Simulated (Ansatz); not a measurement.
The parent structure is InAs in the zinc blende structure (space group F-43m, No. 216; a = 6.026 Å). Axes: x, y, z lie along the cube axes.

Method: DFT with LDA, PAW potentials and a 420 eV plane-wave cutoff in Ansatz (a program for electronic structure), no spin-orbit coupling.

Base values:

| Quantity | Value |
|---|---|
| Pressure | 0.0 GPa |
| Shortest interatomic distance | 2.609 Å |

The change: the cell is compressed by 3.00 % along z with no lateral relaxation, atoms relaxed at fixed cell.

Task: What does the calculation give for the pressure, energy relative to the base and shortest interatomic distance after the change?

Result: The pressure (mean of the normal stresses, compression positive) goes from zero to 1.9 GPa; the energy grows by 6.6 meV/atom; the shortest interatomic distance falls by 0.0258 Å (2.609 Å → 2.584 Å).

The cells carry an imposed strain or load. Whether these cells are dynamically stable was not tested. The final runs are not spin-polarised.
